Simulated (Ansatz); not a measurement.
The starting structures come from a database of crystals and need not be the phases stable at ambient conditions.

Inside the gap of an insulator the Bloch states are evanescent, with a wavenumber k + iκ along the transport direction.

Consider the following.

```xyz
20
Lattice="5.5587 0.0000 0.0000 0.0000 8.9410 0.0000 1.5396 4.4705 4.8047" Properties=species:S:1:pos:R:3 pbc="T T T"
Na     1.3897     2.7001     0.0000
Na     4.1690     6.2409     0.0000
Ga     1.3897     8.0940     0.0000
Ga     4.1690     0.8470     0.0000
Ge     2.4208     9.7944     2.7701
Ge     4.6774     3.6171     2.0346
Ge     1.8981     5.3239     2.0346
Ge     5.2002     8.0876     2.7701
O      2.1892    11.3890     3.4313
O      4.9090     2.0225     1.3734
O      2.1297     6.9185     1.3734
O      4.9686     6.4929     3.4313
O      2.3926     9.6634     0.9938
O      4.7057     3.7481     3.8109
O      1.9263     5.1929     3.8109
O      5.1719     8.2186     0.9938
O      3.8513     9.0263     3.4849
O      3.2470     4.3852     1.3199
O      0.4676     4.5558     1.3199
O      6.6306     8.8557     3.4849
```

Space group of this cell: C2/c. The cell is taken as given; by r2SCAN its mean pressure is -6.8 GPa.

Transport runs along the normal of the first two printed cell vectors.

No gap correction and no spin-orbit coupling; mid-gap values are interpolated between computed energies.

### Question
State the band gap and the smallest decay constant κ at mid-gap according to r2SCAN run with Ansatz (an electronic-structure program).

### Answer
Gap 3.28 eV on a 6×6×6 mesh; κ = 0.276 1/Å, at the zone centre.
